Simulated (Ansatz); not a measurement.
# A computed series for hypothetical P6/mmm Cs3P: response to strain

Take Cs3P (space group P6/mmm, No. 191; a hypothetical phase, not in the database extracts checked) as the base.

```xyz
4
Lattice="6.3590 0.0000 0.0000 -3.1795 5.5071 0.0000 0.0000 0.0000 6.8987" Properties=species:S:1:pos:R:3 pbc="T T T"
Cs     0.0000     0.0000     3.4493
Cs     0.0000     3.6714     0.0000
Cs     3.1795     1.8357     0.0000
P      0.0000     0.0000     0.0000
```

Strains are applied to the cell and any free atomic positions relax.

All numbers come from Ansatz (an electronic-structure program) PBEsol, without spin-orbit coupling.

Notes on the quantities. energy relative to the base: free energy F.

```csv
isotropic strain (%),energy relative to the base (meV/atom)
-5.43,53.4
-4.1,?
-1.82,5.3
0,0.0
1,1.5
```

Question: Fit ΔE = Aε² + Bε³ (ε in %) to the rows shown and predict the withheld row.

Answer: Least squares on the printed values gives A = 1.51 and B = -0.056 meV/atom (largest residual 0.1 meV/atom); this predicts 29.2 meV/atom, and the run gives 29.0 meV/atom, 0.2 lower.

Whether these cells are dynamically stable was not tested. The final runs are not spin-polarised.
